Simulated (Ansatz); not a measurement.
Partial pair distribution functions of a relaxed model of amorphous Si24O51Al2, broadened by 0.06 Å; density 2.24 g/cm³. Calculation: PBE, scalar-relativistic without spin-orbit coupling (plane waves to 420 eV, PAW; Ansatz, a quantum-chemistry and plane-wave program).

Preparation: random packing, a CHGNet melt and quench, and a DFT relaxation. O atoms were pushed apart under 1.9 Å during the dynamics, to hinder bonds among them. The hot cell started wider than the set density and was brought back towards it in steps. It is the lowest in DFT energy of 2 quenches. It is a model cell: composition and starting density were chosen by hand, and all elements were melted together. No dispersion term was used. Its density started from a set value of 2.24 and ended at 2.24 g/cm³. The quench (nominally 400 K/ps over its main leg) was far faster than any real one, so the model tends to hold more defects than a real film. A cell of this size samples the disorder only roughly. The volume was held where the preparation left it and the shape relaxed, at a PBE pressure of 1.4 GPa. Stress components on the final sampling reach 1.9 GPa. Cycles of charging lowered its energy after that relaxation.

```json
[
 {"r (Å)": "1.35", "g Si-O": "0.00", "g O-Al": "0.00", "g Si-Si": "0.00", "g O-O": "0.00"},
 {"r (Å)": "1.45", "g Si-O": "0.44", "g O-Al": "0.00", "g Si-Si": "0.00", "g O-O": "0.00"},
 {"r (Å)": "1.55", "g Si-O": "8.12", "g O-Al": "0.29", "g Si-Si": "0.00", "g O-O": "0.00"},
 {"r (Å)": "1.65", "g Si-O": "14.90", "g O-Al": "5.20", "g Si-Si": "0.00", "g O-O": "0.00"},
 {"r (Å)": "1.75", "g Si-O": "3.02", "g O-Al": "12.45", "g Si-Si": "0.00", "g O-O": "0.00"},
 {"r (Å)": "1.85", "g Si-O": "0.12", "g O-Al": "2.75", "g Si-Si": "0.00", "g O-O": "0.00"},
 {"r (Å)": "1.95", "g Si-O": "0.00", "g O-Al": "0.13", "g Si-Si": "0.00", "g O-O": "0.00"},
 {"r (Å)": "2.05", "g Si-O": "0.00", "g O-Al": "1.09", "g Si-Si": "0.00", "g O-O": "0.00"},
 {"r (Å)": "2.15", "g Si-O": "0.00", "g O-Al": "0.82", "g Si-Si": "0.00", "g O-O": "0.00"},
 {"r (Å)": "2.25", "g Si-O": "0.00", "g O-Al": "0.04", "g Si-Si": "0.00", "g O-O": "0.00"},
 {"r (Å)": "2.35", "g Si-O": "0.00", "g O-Al": "0.00", "g Si-Si": "0.00", "g O-O": "0.00"},
 {"r (Å)": "2.45", "g Si-O": "0.00", "g O-Al": "0.00", "g Si-Si": "0.00", "g O-O": "0.36"},
 {"r (Å)": "2.55", "g Si-O": "0.00", "g O-Al": "0.00", "g Si-Si": "0.00", "g O-O": "3.18"},
 {"r (Å)": "2.65", "g Si-O": "0.00", "g O-Al": "0.23", "g Si-Si": "0.05", "g O-O": "6.09"},
 {"r (Å)": "2.75", "g Si-O": "0.02", "g O-Al": "0.78", "g Si-Si": "0.78", "g O-O": "3.58"},
 {"r (Å)": "2.85", "g Si-O": "0.09", "g O-Al": "0.17", "g Si-Si": "2.85", "g O-O": "1.55"},
 {"r (Å)": "2.95", "g Si-O": "0.18", "g O-Al": "0.00", "g Si-Si": "4.72", "g O-O": "0.82"},
 {"r (Å)": "3.05", "g Si-O": "0.46", "g O-Al": "0.00", "g Si-Si": "3.66", "g O-O": "0.50"},
 {"r (Å)": "3.15", "g Si-O": "0.69", "g O-Al": "0.00", "g Si-Si": "2.41", "g O-O": "0.54"},
 {"r (Å)": "3.25", "g Si-O": "0.88", "g O-Al": "0.04", "g Si-Si": "0.95", "g O-O": "0.59"},
 {"r (Å)": "3.35", "g Si-O": "1.16", "g O-Al": "0.73", "g Si-Si": "0.05", "g O-O": "0.64"},
 {"r (Å)": "3.45", "g Si-O": "1.19", "g O-Al": "1.39", "g Si-Si": "0.00", "g O-O": "0.63"},
 {"r (Å)": "3.55", "g Si-O": "1.01", "g O-Al": "2.16", "g Si-Si": "0.00", "g O-O": "0.52"},
 {"r (Å)": "3.65", "g Si-O": "0.90", "g O-Al": "1.45", "g Si-Si": "0.06", "g O-O": "0.48"},
 {"r (Å)": "3.75", "g Si-O": "1.11", "g O-Al": "0.62", "g Si-Si": "0.15", "g O-O": "0.42"},
 {"r (Å)": "3.85", "g Si-O": "1.67", "g O-Al": "1.03", "g Si-Si": "0.32", "g O-O": "0.67"},
 {"r (Å)": "3.95", "g Si-O": "1.66", "g O-Al": "1.38", "g Si-Si": "0.91", "g O-O": "0.68"},
 {"r (Å)": "4.05", "g Si-O": "1.73", "g O-Al": "1.32", "g Si-Si": "0.62", "g O-O": "0.64"},
 {"r (Å)": "4.15", "g Si-O": "1.94", "g O-Al": "2.42", "g Si-Si": "0.76", "g O-O": "0.67"},
 {"r (Å)": "4.25", "g Si-O": "1.64", "g O-Al": "2.69", "g Si-Si": "1.44", "g O-O": "0.76"},
 {"r (Å)": "4.35", "g Si-O": "1.26", "g O-Al": "2.04", "g Si-Si": "1.23", "g O-O": "1.08"},
 {"r (Å)": "4.45", "g Si-O": "0.82", "g O-Al": "0.79", "g Si-Si": "0.66", "g O-O": "0.99"},
 {"r (Å)": "4.55", "g Si-O": "0.65", "g O-Al": "0.77", "g Si-Si": "0.85", "g O-O": "1.08"},
 {"r (Å)": "4.65", "g Si-O": "0.63", "g O-Al": "0.88", "g Si-Si": "0.71", "g O-O": "1.29"},
 {"r (Å)": "4.75", "g Si-O": "0.72", "g O-Al": "0.15", "g Si-Si": "0.63", "g O-O": "1.17"},
 {"r (Å)": "4.85", "g Si-O": "0.61", "g O-Al": "0.18", "g Si-Si": "0.95", "g O-O": "1.31"},
 {"r (Å)": "4.95", "g Si-O": "0.55", "g O-Al": "0.58", "g Si-Si": "1.36", "g O-O": "1.40"},
 {"r (Å)": "5.05", "g Si-O": "0.66", "g O-Al": "0.45", "g Si-Si": "1.33", "g O-O": "1.30"}
]
```

Within 1.92 Å each Si has 3.96 O neighbours on average.
